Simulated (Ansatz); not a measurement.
**Fermi-surface data of RuAl (Pm-3m)**

Here is the system:

```
AlRu
1.0
    2.97639     0.00000     0.00000
    0.00000     2.97639     0.00000
    0.00000     0.00000     2.97639
Al Ru
1 1
Cartesian
  0.00000   0.00000   0.00000
  1.48819   1.48819   1.48819
```

Calculation: r2SCAN, rigid bands (plane waves, PAW, scalar-relativistic; Ansatz, a quantum-chemistry and plane-wave program). Condition of this run: functional r2SCAN on the same cell. How the cell was made: cell and atoms relaxed with PBEsol.

```
Item                                                              Value
------------------------------------  ---------------------------------
density of states at the Fermi level  1.53 states/(eV·cell), both spins
bare Sommerfeld coefficient                   1.81 mJ/(mol of atoms·K²)
Drude plasma energy                                              8.1 eV
root-mean-square Fermi velocity                               6.5e5 m/s
resistivity times τ                                    7.5 ×10⁻²² Ω·m·s
```

A metal at this level (no band gap); rigid bands, thermally averaged at 300 K, both spins. Spin-orbit coupling is left out. τ is one relaxation time for all states.
